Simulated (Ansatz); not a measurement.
Start from LiNbO$_{3}$ (space group R3c, No. 161).

```yaml
crystal:
  lattice:
    - [2.56733, 1.48225, 4.60804]
    - [-2.56733, 1.48225, 4.60804]
    - [0.00000, -2.96450, 4.60804]
  atoms:
    - { symbol: Li, position: [0.28078, 0.28078, 0.28078] }
    - { symbol: Li, position: [0.78078, 0.78078, 0.78078] }
    - { symbol: Nb, position: [0.99839, 0.99839, 0.99839] }
    - { symbol: Nb, position: [0.49839, 0.49839, 0.49839] }
    - { symbol: O, position: [0.10932, 0.35998, 0.71863] }
    - { symbol: O, position: [0.71863, 0.10932, 0.35998] }
    - { symbol: O, position: [0.35998, 0.71863, 0.10932] }
    - { symbol: O, position: [0.21863, 0.85998, 0.60932] }
    - { symbol: O, position: [0.85998, 0.60932, 0.21863] }
    - { symbol: O, position: [0.60932, 0.21863, 0.85998] }
```

Cartesian axes are those of the cell as printed.

The values are results of Ansatz (a first-principles code), PBEsol, PAW, cutoff 420 eV, scalar-relativistic without spin-orbit coupling, not measurements.

One thing is altered: every lattice vector is shortened by 2.25 %, atoms relaxed at fixed cell.

Predict the stress tensor and what it implies for the stiffness.

Stress of the strained cell less that of the base (GPa, compression positive):
```
   8.84    0.00    0.00
   0.00    8.84    0.00
   0.00    0.00    9.75
```

Then B = −ΔP/(ΔV/V₀) with ΔV/V₀ = -0.0660 gives secant stiffness values (nonlinear terms included at this strain): B (at held cell shape, above the free-shape value) ≈ 139 GPa.

As a check, the harmonic strain energy −½ V₀ Δσ:ε is 20 meV/atom; the computed energy rise is 19 meV/atom.

Whether these cells are dynamically stable was not tested.
